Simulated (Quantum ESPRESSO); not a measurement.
**Convergence study of the k-point mesh for Mo (Im-3m, 1 atom in the cell)**

```yaml
crystal:
  lattice:
    - [1.56713, 1.56713, 1.56713]
    - [-1.56713, 1.56713, 1.56713]
    - [-1.56713, -1.56713, 1.56713]
  atoms:
    - { symbol: Mo, position: [0.00000, 0.00000, 0.00000] }
```

Level of theory: LDA (PZ), GBRV 1.5 ultrasoft (LDA) pseudopotentials (plane waves; Quantum ESPRESSO).

Base settings: ecutwfc = 40 Ry; ecutrho = 320 Ry; occupations = smearing; smearing = fermi-dirac; degauss = 0.0073499 Ry; potentials = {Mo: mo_lda_v1.uspp.F.UPF}; K_POINTS = automatic 15 15 15 0 0 0; conv_thr = 1e-09 Ry.

The second cell is the first with its lattice scaled by 0.98.

Only quantities that move along the ladder and can be compared are tabulated.

The count of work is k-points × plane waves × bands × iterations; it is no time. Core times come from one kind of shared machine, to one figure; runs under 30 s give none.

The starting cell has typed, rounded lattice constants, without a prior relaxation at this level. Its lattice was rescaled by up to half a per cent. Spin polarisation is off. In the base run, with a pressure of about -6 GPa the cell is away from its equilibrium volume at this level.

Steps (K_POINTS): automatic 3 3 3 0 0 0; automatic 4 4 4 0 0 0; automatic 5 5 5 0 0 0; automatic 6 6 6 0 0 0; automatic 7 7 7 0 0 0; automatic 8 8 8 0 0 0; automatic 9 9 9 0 0 0; automatic 10 10 10 0 0 0; automatic 11 11 11 0 0 0; automatic 13 13 13 0 0 0; automatic 14 14 14 0 0 0; automatic 15 15 15 0 0 0; automatic 17 17 17 0 0 0; automatic 19 19 19 0 0 0; automatic 21 21 21 0 0 0; automatic 23 23 23 0 0 0; automatic 26 26 26 0 0 0; automatic 29 29 29 0 0 0; automatic 32 32 32 0 0 0; automatic 35 35 35 0 0 0; automatic 39 39 39 0 0 0; automatic 43 43 43 0 0 0; automatic 48 48 48 0 0 0.

Task: What is the coarsest K_POINTS that holds the pressure within 1 GPa of the last step, with all finer ones?

Result: automatic 6 6 6 0 0 0, at 0.0050 of the last step's count of work; the step before is off by 2.4 GPa.

Task: What is the coarsest K_POINTS that holds the energy of the compressed cell less the first within 1 meV/atom of the last step, with all finer ones?

Result: automatic 17 17 17 0 0 0, at 0.059 of the last step's count of work; the step before is off by 1.3 meV/atom.

Task: What is the coarsest K_POINTS that holds the free energy within 2 meV/atom of the last step, with all finer ones?

Result: automatic 17 17 17 0 0 0, at 0.059 of the last step's count of work; the step before is off by 2.6 meV/atom.

| K_POINTS | free energy less the last step's (meV/atom) | energy of the compressed cell less the first (meV/atom) | pressure (GPa) | count of work / last | core time / last (rough) |
|---|---|---|---|---|---|
| automatic 3 3 3 0 0 0 | 557.17 | 103.83 | 7.65 | 0.0012 | – |
| automatic 4 4 4 0 0 0 | 50.25 | 20.63 | -5.59 | 0.0029 | – |
| automatic 5 5 5 0 0 0 | -49.54 | -0.38 | -8.69 | 0.0040 | – |
| automatic 6 6 6 0 0 0 | -59.23 | 14.55 | -6.54 | 0.0050 | – |
| automatic 7 7 7 0 0 0 | 29.03 | 18.37 | -5.74 | 0.0070 | – |
| automatic 8 8 8 0 0 0 | 20.22 | 15.14 | -6.05 | 0.010 | – |
| automatic 9 9 9 0 0 0 | -15.76 | 14.27 | -6.49 | 0.011 | – |
| automatic 10 10 10 0 0 0 | 9.51 | 12.05 | -6.60 | 0.019 | – |
| automatic 11 11 11 0 0 0 | 17.80 | 14.82 | -6.04 | 0.017 | – |
| automatic 13 13 13 0 0 0 | -5.12 | 13.27 | -6.51 | 0.026 | – |
| automatic 14 14 14 0 0 0 | 8.73 | 17.44 | -5.85 | 0.038 | – |
| automatic 15 15 15 0 0 0 | 2.58 | 16.04 | -6.13 | 0.043 | – |
| automatic 17 17 17 0 0 0 | -0.56 | 15.25 | -6.22 | 0.059 | – |
| automatic 19 19 19 0 0 0 | -0.25 | 14.14 | -6.40 | 0.068 | – |
| automatic 21 21 21 0 0 0 | 0.68 | 14.99 | -6.30 | 0.089 | – |
| automatic 23 23 23 0 0 0 | -1.03 | 14.73 | -6.31 | 0.13 | – |
| automatic 26 26 26 0 0 0 | -0.08 | 14.66 | -6.31 | 0.18 | – |
| automatic 29 29 29 0 0 0 | 0.48 | 14.96 | -6.27 | 0.25 | 0.3 |
| automatic 32 32 32 0 0 0 | 0.31 | 14.91 | -6.28 | 0.32 | 0.2 |
| automatic 35 35 35 0 0 0 | 0.06 | 14.85 | -6.29 | 0.41 | 0.3 |
| automatic 39 39 39 0 0 0 | 0.16 | 14.81 | -6.29 | 0.56 | 0.4 |
| automatic 43 43 43 0 0 0 | 0.12 | 14.80 | -6.29 | 0.73 | 0.7 |
| automatic 48 48 48 0 0 0 | 0.00 | 14.74 | -6.30 | 1.0 | 1 |

The energy difference between the two cells stays within 1 meV/atom of the last step's from automatic 17 17 17 0 0 0 on, the total only from automatic 26 26 26 0 0 0 on: much of the error is common to both cells and cancels.
